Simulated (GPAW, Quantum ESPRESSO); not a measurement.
A Quantum ESPRESSO input for a self-consistent single point of ScIr3 (Pm-3m, 4 atoms in the cell) (DFT, LDA (PZ), plane waves, GBRV 1.5 ultrasoft (LDA) pseudopotentials):

```fortran
&control
  calculation = 'scf'
  prefix = 'pwscf'
  outdir = './work'
  pseudo_dir = './'
  tprnfor = .true.
  tstress = .true.
/
&system
  ibrav = 0
  nat = 4
  ntyp = 2
  ecutwfc = 50
  ecutrho = 400
  occupations = 'smearing'
  smearing = 'fermi-dirac'
  degauss = 0.0099958
/
&electrons
  conv_thr = 1.0d-10
  mixing_beta = 0.4
/
ATOMIC_SPECIES
Sc    44.9559  sc_lda_v1.uspp.F.UPF
Ir   192.2170  ir_lda_v1.2.uspp.F.UPF
ATOMIC_POSITIONS angstrom
Sc    0.0000000000    0.0000000000    0.0000000000
Ir    0.0000000000    1.9241655000    1.9241655000
Ir    1.9241655000    0.0000000000    1.9241655000
Ir    1.9241655000    1.9241655000    0.0000000000
K_POINTS automatic
6 6 6  0 0 0
CELL_PARAMETERS angstrom
   3.8483310000     0.0000000000     0.0000000000
   0.0000000000     3.8483310000     0.0000000000
   0.0000000000     0.0000000000     3.8483310000
```

Problem. Write the same calculation as an input for GPAW.

Solution. This is the input that was run; spellings and numerical settings could be chosen otherwise.

```python
from ase import Atoms
from ase.units import GPa
from gpaw import GPAW

atoms = Atoms(['Sc', 'Ir', 'Ir', 'Ir'],
              cell=[[3.848331, 0.000000, 0.000000],
                    [0.000000, 3.848331, 0.000000],
                    [0.000000, 0.000000, 3.848331]],
              scaled_positions=[[0.000000, 0.000000, 0.000000],
                                [0.000000, 0.500000, 0.500000],
                                [0.500000, 0.000000, 0.500000],
                                [0.500000, 0.500000, 0.000000]],
              pbc=True)

calc = GPAW(mode={'name': 'pw', 'ecut': 850},
            xc='LDA',
            kpts={'size': (6, 6, 6), 'gamma': True},
            occupations={'name': 'fermi-dirac', 'width': 0.136},
            nbands=-12,
            symmetry={'symmorphic': False, 'tolerance': 0.0005},
            maxiter=120,
            txt='-')

atoms.calc = calc

energy = atoms.get_potential_energy()
print('Energy (eV):', round(energy, 6))
forces = atoms.get_forces()
print('Forces (eV/Ang):')
print(forces.round(5))
stress = atoms.get_stress()
print('Stress (GPa, Voigt):', (stress / GPa).round(4))
```

Basis, cutoffs, solver keys and any potentials are the target program's own. This input uses DFT LDA (Perdew-Wang 92), plane waves, GPAW PAW datasets LDA (gpaw-data 1.0.1). LDA parametrisations can differ slightly between programs. Both were run: pressure 5.42 GPa in Quantum ESPRESSO and 4.27 in GPAW.

On Quantum ESPRESSO: the starting cell comes from a database of computed structures (which also holds hypothetical and non-ambient phases and stackings), without a prior relaxation at this level. Its lattice was rescaled by a random factor within 2.5 % of one. Spin polarisation is off. With a pressure of about 5 GPa the cell is away from its equilibrium volume at this level.

On GPAW: the starting cell comes from a database of computed structures (which also holds hypothetical and non-ambient phases and stackings), without a prior relaxation at this level. Its lattice was rescaled by a random factor within 2.5 % of one. Spin polarisation is off. With a pressure of about 4 GPa the cell is away from its equilibrium volume at this level.
